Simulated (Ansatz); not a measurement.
The structure below was relaxed with LDA/PAW in Ansatz (a quantum-chemistry and plane-wave program), scalar-relativistic without spin-orbit coupling, at pressure 15 GPa.

Space group F-43m (No. 216); a = b = c = 4.612 Å, α = β = γ = 90.00°

| atom | site | symmetry | x | y | z |
|---|---|---|---|---|---|
| Be | 4a | -43m | 0.0000 | 0.0000 | 0.0000 |
| S | 4d | -43m | 0.7500 | 0.7500 | 0.7500 |

Task: Write out a cell with all atoms.

Result: 
```
BeS
1.0
    4.61176     0.00000     0.00000
    0.00000     4.61176     0.00000
    0.00000     0.00000     4.61176
Be S
4 4
Direct
  0.00000   0.00000   0.00000
  0.00000   0.50000   0.50000
  0.50000   0.00000   0.50000
  0.50000   0.50000   0.00000
  0.25000   0.25000   0.75000
  0.25000   0.75000   0.25000
  0.75000   0.25000   0.25000
  0.75000   0.75000   0.75000
```
This is the conventional cell.

Load acts through the strain it causes; cell and atoms are relaxed under it. Stability against distortions was not tested. Competing high-pressure phases were not computed. The cell was made from BeS in the zinc blende structure (space group F-43m, No. 216) by this change: pressure 15 GPa.
